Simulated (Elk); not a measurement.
A self-consistent single point of TiAl₃ (Pmm2, 4 atoms in the cell) with Elk.

Computed with PBEsol, all-electron FP-LAPW, Elk's shipped species files, LAPW+lo basis in Elk.

```
CELL_PARAMETERS angstrom
      2.83968     0.00000     0.00000
      0.00000     4.68126     0.00000
      0.00000     0.00000     4.90074
ATOMIC_POSITIONS crystal
  Ti 0.00000 0.50000 0.16592
  Al 0.50000 0.50000 0.66727
  Al 0.50000 0.00000 0.33091
  Al 0.00000 0.00000 0.83590
```

Reference input (self-consistent single point, DFT, LDA (PW92), all-electron FP-LAPW, Elk's shipped species files, LAPW+lo basis): xctype = 3; rgkmax = 8; stype = 3; swidth = 0.00367493 Ha; ngridk = 12 7 7; gmaxvr = 16 1/bohr; nxoapwlo = 1. This run's input differs from it in these lines:

```diff
@@ -4,3 +4,3 @@
 xctype
-  3
+  22
```

Log, with long lists cut:

```
│ Self-consistent loop started │
│ Loop number : 1 │
 total energy                :     -1582.82834916
│ Loop number : 2 │
 total energy                :     -1582.70913087
RMS change in Kohn-Sham potential (target) :   0.6740207901     (  0.1000000000E-05)
Absolute change in total energy (target)   :   0.1192182976     (  0.1000000000E-03)
│ Loop number : 3 │
 total energy                :     -1584.10791202
RMS change in Kohn-Sham potential (target) :   0.6464716011     (  0.1000000000E-05)
Absolute change in total energy (target)   :    1.368976582     (  0.1000000000E-03)
│ Loop number : 4 │
   [... lines left out ...]
Absolute change in total energy (target)   :   0.3496985544E-03 (  0.1000000000E-03)
│ Loop number : 14 │
 total energy                :     -1580.03076597
RMS change in Kohn-Sham potential (target) :   0.1398851451E-05 (  0.1000000000E-05)
Absolute change in total energy (target)   :   0.1652031463E-03 (  0.1000000000E-03)
│ Loop number : 15 │
 total energy                :     -1580.03072704
RMS change in Kohn-Sham potential (target) :   0.2786379911E-06 (  0.1000000000E-05)
Absolute change in total energy (target)   :   0.8023898909E-04 (  0.1000000000E-03)
Convergence targets achieved

│ Loop number : 16 │

Energies :
 Fermi                       :     0.281904956883
 total energy                :     -1580.03072633

Density of states at Fermi energy :    76.07411322
 (states/Hartree/unit cell)

Estimated indirect band gap :   0.3688284825E-03
 from k-point     63 to k-point    124
Estimated direct band gap   :   0.4573302346E-02
 at k-point     21

Charges :
 core                        :    22.00000000
 valence                     :    39.00000000
 interstitial                :    6.891375128
 muffin-tins (core leakage)
  species :    1 (Ti)
   atom    1                 :    20.39122964     (  0.5209663811E-09)
  species :    2 (Al)
   atom    1                 :    11.24173907     (  0.4784772472E-03)
   atom    2                 :    11.24956506     (  0.4794579953E-03)
   atom    3                 :    11.22609111     (  0.4770762040E-03)
 total in muffin-tins        :    54.10862487
 total calculated charge     :    60.97676756
 total charge                :    61.00000000
 error                       :   0.2323243754E-01

│ Self-consistent loop stopped │
```

The run converged in 16 iterations. The count includes the last loop, which Elk runs after its targets are met. 

The starting cell comes from a database of computed structures (which also holds hypothetical and non-ambient phases and stackings), without a prior relaxation at this level. Spin polarisation is off. Values depend on the basis (sphere radii, cutoffs, local orbitals), which need not be converged. The log's line on a gap gives a spacing of levels on this mesh, which the program prints for metals too.

Cost on one core of a shared machine: roughly 5 min.
